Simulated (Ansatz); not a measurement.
Base system: Sn in the diamond structure (space group Fd-3m, No. 227; a = 6.541 Å). Axes: x, y, z lie along the cube axes.

Level of theory: PBEsol (Ansatz, a quantum-chemistry and plane-wave program), scalar-relativistic without spin-orbit coupling, earlier PAW set.

Base values:

```
Property                        Result
-----------------------------  -------
Band gap                          zero
Shortest interatomic distance  2.832 Å
```

Modification: a free-standing slab of 2 layers (4 atoms, 2 a layer) is cut normal to [110], with 15 Å of vacuum and the in-plane cell held at bulk.

Question: What happens to the excess energy per area of both faces, band gap and shortest interatomic distance?

Answer: The excess energy per area of both faces (slab less bulk energy over the cell's area: twice a surface energy) is 1.34 J/m²; the band gap is still zero; the shortest interatomic distance falls by 0.058 Å, from 2.832 Å to 2.774 Å.

Slab and bulk use different k-meshes, which limits the precision of the excess energy. No phonon test of stability was made. Gaps under 0.05 eV, about the width of the smearing, are given as zero.
